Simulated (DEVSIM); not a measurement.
Device: Pt/La2O3/p-Ge capacitor, at 300 K.

```
layer (left to right)  material  thickness (nm)  Na (cm⁻³)
---------------------  --------  --------------  ---------
1                         La2O3            2.70          -
2                            Ge           11000     1.4e15
```

Metal gate on the left, work function 5.6 eV. Fixed charge at the semiconductor interface 0 cm⁻² (in units of +e); no interface traps.

The device is made up for the run: typed textbook-type constants, with dimensions and the other settings drawn at random. Values at 300 K.

```csv
parameter,La2O3,Ge
gap (eV),5.8,0.664
affinity (eV),1.8,4
permittivity,27,16
Nc (cm⁻³),-,1.04e19
Nv (cm⁻³),-,6e18
```

Simulated with DEVSIM: 1D Poisson equation in equilibrium, Boltzmann statistics, complete ionisation; no quantum confinement or tunnelling. Metal contacts follow the ideal Schottky-Mott rule: no Fermi-level pinning, no interface dipoles.

**Question.** Tabulate band edges, carrier densities and field at 1.35 V on the gate.

**Answer.** Energies count from the Fermi level of the right contact; mesh points crowd at the junctions.

```json
[
 {"x (μm)": "0.000", "Ec (eV)": "2.450", "Ev (eV)": "-3.350", "n (cm⁻³)": "< 1e2", "p (cm⁻³)": "< 1e2", "field (V/cm)": "4500"},
 {"x (μm)": "0.001047", "Ec (eV)": "2.450", "Ev (eV)": "-3.349", "n (cm⁻³)": "< 1e2", "p (cm⁻³)": "< 1e2", "field (V/cm)": "4500"},
 {"x (μm)": "0.002092", "Ec (eV)": "2.451", "Ev (eV)": "-3.349", "n (cm⁻³)": "< 1e2", "p (cm⁻³)": "< 1e2", "field (V/cm)": "4500"},
 {"x (μm)": "0.003168", "Ec (eV)": "0.252", "Ev (eV)": "-0.412", "n (cm⁻³)": "6.2e14", "p (cm⁻³)": "7.1e11", "field (V/cm)": "7600"},
 {"x (μm)": "0.006357", "Ec (eV)": "0.254", "Ev (eV)": "-0.410", "n (cm⁻³)": "5.6e14", "p (cm⁻³)": "7.8e11", "field (V/cm)": "7500"},
 {"x (μm)": "0.01278", "Ec (eV)": "0.259", "Ev (eV)": "-0.405", "n (cm⁻³)": "4.7e14", "p (cm⁻³)": "9.3e11", "field (V/cm)": "7400"},
 {"x (μm)": "0.02690", "Ec (eV)": "0.269", "Ev (eV)": "-0.395", "n (cm⁻³)": "3.2e14", "p (cm⁻³)": "1.4e12", "field (V/cm)": "7100"},
 {"x (μm)": "0.07914", "Ec (eV)": "0.304", "Ev (eV)": "-0.360", "n (cm⁻³)": "8.3e13", "p (cm⁻³)": "5.3e12", "field (V/cm)": "6200"},
 {"x (μm)": "0.1826", "Ec (eV)": "0.359", "Ev (eV)": "-0.305", "n (cm⁻³)": "9.8e12", "p (cm⁻³)": "4.5e13", "field (V/cm)": "4500"},
 {"x (μm)": "0.4100", "Ec (eV)": "0.425", "Ev (eV)": "-0.239", "n (cm⁻³)": "7.5e11", "p (cm⁻³)": "5.8e14", "field (V/cm)": "1600"},
 {"x (μm)": "0.9546", "Ec (eV)": "0.447", "Ev (eV)": "-0.217", "n (cm⁻³)": "3.2e11", "p (cm⁻³)": "1.4e15", "field (V/cm)": "29"},
 {"x (μm)": "2.821", "Ec (eV)": "0.448", "Ev (eV)": "-0.216", "n (cm⁻³)": "3.1e11", "p (cm⁻³)": "1.4e15", "field (V/cm)": "≈ 0"},
 {"x (μm)": "6.360", "Ec (eV)": "0.448", "Ev (eV)": "-0.216", "n (cm⁻³)": "3.1e11", "p (cm⁻³)": "1.4e15", "field (V/cm)": "≈ 0"},
 {"x (μm)": "8.945", "Ec (eV)": "0.448", "Ev (eV)": "-0.216", "n (cm⁻³)": "3.1e11", "p (cm⁻³)": "1.4e15", "field (V/cm)": "≈ 0"},
 {"x (μm)": "10.33", "Ec (eV)": "0.448", "Ev (eV)": "-0.216", "n (cm⁻³)": "3.1e11", "p (cm⁻³)": "1.4e15", "field (V/cm)": "≈ 0"},
 {"x (μm)": "10.72", "Ec (eV)": "0.448", "Ev (eV)": "-0.216", "n (cm⁻³)": "3.1e11", "p (cm⁻³)": "1.4e15", "field (V/cm)": "≈ 0"},
 {"x (μm)": "10.88", "Ec (eV)": "0.448", "Ev (eV)": "-0.216", "n (cm⁻³)": "3.1e11", "p (cm⁻³)": "1.4e15", "field (V/cm)": "≈ 0"},
 {"x (μm)": "10.95", "Ec (eV)": "0.448", "Ev (eV)": "-0.216", "n (cm⁻³)": "3.1e11", "p (cm⁻³)": "1.4e15", "field (V/cm)": "≈ 0"},
 {"x (μm)": "10.98", "Ec (eV)": "0.448", "Ev (eV)": "-0.216", "n (cm⁻³)": "3.1e11", "p (cm⁻³)": "1.4e15", "field (V/cm)": "≈ 0"},
 {"x (μm)": "11.00", "Ec (eV)": "0.448", "Ev (eV)": "-0.216", "n (cm⁻³)": "3.1e11", "p (cm⁻³)": "1.4e15", "field (V/cm)": "≈ 0"},
 {"x (μm)": "11.00", "Ec (eV)": "0.448", "Ev (eV)": "-0.216", "n (cm⁻³)": "3.1e11", "p (cm⁻³)": "1.4e15", "field (V/cm)": "≈ 0"},
 {"x (μm)": "11.00", "Ec (eV)": "0.448", "Ev (eV)": "-0.216", "n (cm⁻³)": "3.1e11", "p (cm⁻³)": "1.4e15", "field (V/cm)": "≈ 0"}
]
```
